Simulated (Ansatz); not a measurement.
Cells marked so need not be the phases stable at ambient conditions, and some may be hypothetical.

 Where the default PAW files enter, the runs use the earlier of Ansatz's two default sets.

By PBEsol, each system below comes out a metal.

G/A = (e²/h) × open channels of both spins per area, as a mean over 0.1 eV about the Fermi level, without spin-orbit coupling, for the cells as given.

A. Ta5Si3 (I4/mcm, not sure to be the ambient phase, 16 atoms a cell, 15.8 Å³ an atom, -3 GPa at this level), current normal to (110)
B. Ti (Im-3m, bcc (W type), not sure to be the ambient phase, 1 atom a cell, 17.2 Å³ an atom, -4 GPa at this level), current normal to (001)
C. Nb (Im-3m, bcc (W type), 1 atom a cell, 18.3 Å³ an atom, -7 GPa at this level), current normal to (001)

Put the candidates in order of ballistic conductance per area, highest first, for PBEsol (Ansatz, a quantum-chemistry and plane-wave program).

C (1.9 × 10¹⁵ S/m²), B (1.7 × 10¹⁵ S/m²), A (0.42 × 10¹⁵ S/m²)
